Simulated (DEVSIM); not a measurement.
Structure: illuminated CdTe p-on-n cell, one wavelength, at 250 K.

Layer 1 from the left is CdTe, thickness (μm) 0.140, Na (cm⁻³) 1.7e18, τn (s) 2.4e-8, τp (s) 1.2e-8, absorption coefficient (cm⁻¹) 9100. Layer 2 from the left is CdTe, thickness (μm) 4.70, Nd (cm⁻³) 6.6e16, τn (s) 5.1e-8, τp (s) 5.1e-8, absorption coefficient (cm⁻¹) 9100.

Left contact: ohmic, minority electron recombination velocity 7000 cm/s. Right contact: ohmic, minority hole recombination velocity 8000 cm/s. Voltage is applied to the left contact. Recombination: SRH at mid-gap, radiative, Auger. Light enters at the left, 1.2e18 photons cm⁻² s⁻¹, one pass, no reflection. Mobility is constant in doping.

Constants are typed, rounded textbook-type inputs, not results; the design itself was drawn at random and stands for no fabricated device. Values at 300 K; Nc and Nv go as T^1.5, mobilities as T to minus their exponent, the gap by Varshni's rule with the affinity fixed.

CdTe: gap (eV) 1.5, affinity (eV) 4.28, permittivity 10.2, Nc (cm⁻³) 8e17, Nv (cm⁻³) 1.8e19, μn (cm²/Vs) 1000, μp (cm²/Vs) 80, T exponent of μn 1.7, T exponent of μp 1.5, B (cm³/s) 1e-10, Cn (cm⁶/s) 1e-30, Cp (cm⁶/s) 1e-30, Varshni α (eV/K) 0.00031, Varshni β (K) 108.

DEVSIM, 1D drift-diffusion, Boltzmann statistics, complete ionisation; no tunnelling, impact ionisation, image-force lowering or self-heating.

Dark forward current:

| |V| (V) | |J| (A/cm²) |
|---|---|
| 0.20 | 1.515e-13 |
| 0.25 | 4.969e-13 |
| 0.30 | 1.633e-12 |
| 0.35 | 5.340e-12 |
| 0.40 | 1.749e-11 |
| 0.45 | 5.753e-11 |
| 0.50 | 1.892e-10 |
| 0.55 | 6.233e-10 |
| 0.60 | 2.060e-9 |
| 0.65 | 6.822e-9 |
| 0.70 | 2.267e-8 |
| 0.75 | 7.564e-8 |
| 0.80 | 2.538e-7 |
| 0.85 | 8.589e-7 |
| 0.90 | 2.957e-6 |
| 0.95 | 1.058e-5 |
| 1.00 | 4.130e-5 |
| 1.05 | 0.0001927 |
| 1.10 | 0.001170 |
| 1.15 | 0.009101 |
| 1.20 | 0.08235 |
| 1.25 | 0.7932 |
| 1.30 | 7.442 |
| 1.35 | 55.72 |
| 1.40 | 315.4 |
| 1.45 | 1532 |

Task: Work out the local ideality factor n = ΔV / (kT/q · ln(J2/J1)) between the rows 0.20 and 0.25 V, 1.20 and 1.25 V, 1.40 and 1.45 V.

Result: kT/q = 21.54 mV. From 0.20 to 0.25 V: ln(4.969e-13/1.515e-13) = 1.188, n = 1.95, near the 2 of recombination in the depletion region. From 1.20 to 1.25 V: ln(0.7932/0.08235) = 2.265, n = 1.02, near the 1 of diffusion or emission over a barrier. From 1.40 to 1.45 V: ln(1532/315.4) = 1.580, n = 1.47; the layers' resistance at their doping, Σ W/(qμN) = 3.3e-5 Ω cm², would take 40 mV of this step of 50 mV.

Task: What current could the absorbed light give at most, and what share is collected?

Result: Σ αd = 4.40, so qΦ(1 − exp(−Σ αd)) = 190 mA/cm². The simulated short-circuit current is 151.5 mA/cm², a share of 0.80.

Task: Estimate the open-circuit voltage by superposition: the voltage at which the dark current equals that short-circuit current.

Result: Interpolating ln J in the table gives 1.213 V. The simulation gives 1.213 V, the same within the digits that matter. Superposition holds where collection doesn't change with voltage.

Task: Estimate the fill factor from FF0 = (v − ln(v + 0.72))/(v + 1), v = qVoc/(nkT), with n from the dark curve.

Result: The rows about Voc, 1.20 and 1.25 V, give n = 1.02, so v = 55.0 and FF0 = 0.910. The simulation gives 0.888; the estimate lies 2.5 % above.
